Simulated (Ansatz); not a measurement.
Strongest site found for several adsorbates on bcc Ta (110).

Calculation: PBE (plane waves to 420 eV, PAW; Ansatz, a program for electronic structure).

Counted are starts at which the adsorbate stayed whole and on top. Thin slabs; no dispersion, zero-point or thermal terms; negative values mean binding.

```tsv
adsorbate, area an adsorbate	reference	bonded to	E_ads (eV)	shortest bond to the host (Å)
Cu, 31 Å²	an atom of fcc Cu	4 Ta	-0.10	2.59
C, 8 Å²	an atom of graphite	4 Ta	1.02	1.97
S, 16 Å²	⅛ S8(g)	4 Ta	-2.83	2.43
S, 31 Å²	⅛ S8(g)	4 Ta	-3.42	[?]
Si, 31 Å²	an atom of silicon	4 Ta	[?]	[?]
F, 16 Å²	½ F2(g)	3 Ta	-4.54	2.23
N, 16 Å²	½ N2(g)	5 Ta	-2.60	[?]
Li, 8 Å²	an atom of bcc Li	4 Ta	-0.42	2.90
Ag, 31 Å²	an atom of fcc Ag	4 Ta	-0.42	2.78
```

**Question.** Fill in the missing entries.

**Answer.** 
- S, 31 Å², shortest bond to the host (Å): 2.44
- Si, 31 Å², E_ads (eV): -0.50
- Si, 31 Å², shortest bond to the host (Å): 2.52
- N, 16 Å², shortest bond to the host (Å): 1.99
